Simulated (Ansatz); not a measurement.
An Ansatz (an electronic-structure program) input (Kohn–Sham DFT with the PBEsol functional, run in Ansatz with PAW and 420 eV plane waves, scalar-relativistic without spin-orbit coupling):

Ansatz 0.2 input:
```yaml
crystal:
  lattice:
    - [-4.117304467, 5.7391609182, 4.2887601946]
    - [4.117304467, -5.7391609182, 4.2887601946]
    - [4.117304467, 5.7391609182, -4.2887601946]
  atoms:
    - { symbol: Cs, position: [0, 0, 0] }
    - { symbol: Cs, position: [0.5, 0, 0.5] }
    - { symbol: Sn, position: [0.7386000727, 0.4886000727, 0.25] }
    - { symbol: Sn, position: [0.2613999273, 0.5113999273, 0.75] }
    - { symbol: Te, position: [0.5, 0.5, 0] }
    - { symbol: Te, position: [0, 0.5, 0.5] }
    - { symbol: Te, position: [0.5, 0, 0] }
    - { symbol: I, position: [0, 0, 0.5] }
    - { symbol: Te, position: [0.5, 0.5, 0.5] }
    - { symbol: I, position: [0, 0.5, 0] }
basis: { ecutwfc: 420, ecutrho_ratio: 4, xc_grid: 2, fft_grid_basis: typed }
kpoints: { mp_grid: { grid: [8, 8, 8] } }
hamiltonian:
  xc: pbesol
  dispersion: none
  pseudopotentials: { kind: paw }
scf: { occupations: { method: fermi_dirac, width: 0.05 }, convergence: { dr2_threshold: 0.000000001 } }
output: { forces: true, stress: true }
checkpoint: { write: state.ck, write_every: 1000 }
```

Q: Which symmetry and how many k-points will the program report, and about how many plane waves at Γ?

A: Space group Imma (ITA 74) with 8 operations, k-points 95 of 512, and 7953 plane waves at Γ.

Each cell is one ordered arrangement of few atoms, which overstates ordering effects compared with a random alloy. Whether these cells are dynamically stable was not tested. All final runs are without spin polarisation. The cell was made from CsSnI3 by this change: x(Te) = 0.667, 10 atoms, Imma. Many cubic perovskites are stable only at high temperature; tilts and polar distortions were not tested.
